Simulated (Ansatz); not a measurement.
Ansatz (a quantum-chemistry and plane-wave program) run on YCo (Cm, 4 atoms in the cell): relaxation of the atoms.

Method of the run: LDA (PW92), default PAW files made with PBE (plane waves; Ansatz).

The change in words: one atom moved by 0.15 angstrom; relax: default → atoms; relax.f_tol: default → 0.01 eV/Å. Reference geometry:
```
YCo
1.0
    2.06129    -5.19952     0.00000
    2.06129     5.19952     0.00000
    0.00000     0.00000     3.83497
Y Co
2 2
Direct
  0.14278   0.85722   0.25000
  0.85722   0.14278   0.75000
  0.44679   0.55321   0.25000
  0.55321   0.44679   0.75000
```
Moments meant for the start (each program seeds them in its own way; μB, in the order of the atoms Y Y Co Co): 1.0 1.0 3.0 3.0.

Reference input (self-consistent single point, DFT, LDA (PW92), plane waves, default PAW files made with PBE): basis.ecutwfc = 420 eV; kpoints.mp_grid.grid = 6 6 6; hamiltonian.xc = lda; hamiltonian.pseudopotentials = {kind: paw} (the program's default PAW files); magnetization.spin_polarized = true; scf.occupations.method = gaussian; scf.occupations.width = 0.1 eV. This run's input differs from it in these lines:

```diff
@@ -6,3 +6,3 @@
   atoms:
-    - { symbol: Y, position: [0.142780, 0.857220, 0.250000], spin: 1.0 }
+    - { symbol: Y, position: [0.142780, 0.857220, 0.289114], spin: 1.0 }
     - { symbol: Y, position: [0.857220, 0.142780, 0.750000], spin: 1.0 }
@@ -25,2 +25,4 @@
     width: 0.1 eV
+relax:
+  f_tol: 0.01
 output:
```

Output (repeated stretches shortened):

```
   [... SCF lines of the steps left out ...]
relax step   1: F+E_penalty+E_count = -17617.32840680 eV  Δ(F+E_penalty+E_count) = +0.000e0 eV  max|allowed force component| = 4.320e-1 eV/Å  Δτ_max = 0.0000 Å  (20 SCF iters, dr2 threshold 2.50e-6 eV, accepted)
relax step   2: F+E_penalty+E_count = -17617.33761440 eV  Δ(F+E_penalty+E_count) = -9.208e-3 eV  max|allowed force component| = 3.326e-1 eV/Å  Δτ_max = 0.1611 Å  (11 SCF iters, dr2 threshold 1.17e-5 eV, accepted)
relax step   3: F+E_penalty+E_count = -17617.36255689 eV  Δ(F+E_penalty+E_count) = -2.494e-2 eV  max|allowed force component| = 1.991e-1 eV/Å  Δτ_max = 0.0784 Å  (9 SCF iters, dr2 threshold 6.91e-6 eV, accepted)
relax step   4: F+E_penalty+E_count = -17617.36711047 eV  Δ(F+E_penalty+E_count) = -4.554e-3 eV  max|allowed force component| = 1.952e-3 eV/Å  Δτ_max = 0.0229 Å  (12 SCF iters, dr2 threshold 1.42e-5 eV, accepted)
relax step   5: F+E_penalty+E_count = -17617.36711089 eV  Δ(F+E_penalty+E_count) = -4.160e-7 eV  max|allowed force component| = 1.965e-3 eV/Å  Δτ_max = 0.0000 Å  (11 SCF iters, accepted)
the relaxation is at rest under the 2 symmetry operations that the run kept from its start: a minimum is not shown …
the relaxation's final electronic state is not compared with the one that a single-point calculation of its input finds at the relaxed geometry …
Magnetization: 0.0001 μB (28.0000 up, 28.0000 down)
Absolute magnetization: 0.0002 μB (∫|ρ↑−ρ↓|, with the PAW one-centre terms)
Spin contamination: 0.0000 ħ² per cell (⟨S²⟩ above its minimum at these occupations)
   [... lines left out ...]
Free energy (F): -17617.367111 eV
Fermi energy:    12.018900 eV
   [... lines left out ...]
  atoms:
    - { symbol: Y, position: [0.1407543281670442, 0.8592456718329557, 0.2598119960042614] }
    - { symbol: Y, position: [0.8592439559957725, 0.14075604400422742, 0.7597778084392828] }
    - { symbol: Co, position: [0.44860722429702377, 0.5513927757029763, 0.2597340089848694] }
    - { symbol: Co, position: [0.5513944915401595, 0.44860550845984054, 0.7597901865715861] }
```

The run converged.  The full log also holds: “iter 10 did not close the SCF: its close was put off for a magnetic moment that had not settled (scf_convergence_deferred on its scf_iter line)”. The full log also holds: “iter 8 did not close the SCF: its close was put off for a magnetic moment that had not settled (scf_convergence_deferred on its scf_iter line)”.

Summary of the result:
- Free energy E − TS (on the zero of these files): -17617.3671 eV
- Fermi level (on the code's own zero): 12.02 eV
- Pressure: -7.07 GPa
- Largest force (vector length): 0.003 eV/Å
- Size of the cell's spin moment: 0.00 μB
- Relaxation steps: 5

The starting cell comes from a database of computed structures (which also holds hypothetical and non-ambient phases and stackings), without a prior relaxation at this level. Its lattice was rescaled by up to half a per cent. For this run, on top of that: one atom moved by 0.15 angstrom. The starting moments vanished: the run ended non-magnetic, which need not be the lowest state. The program warned that a starting moment was not kept. Ansatz's pressure includes its estimate of the finite-basis (Pulay) stress.

Cost on one core of a shared machine: roughly 6 min.

Keys are those of Ansatz 0.2.
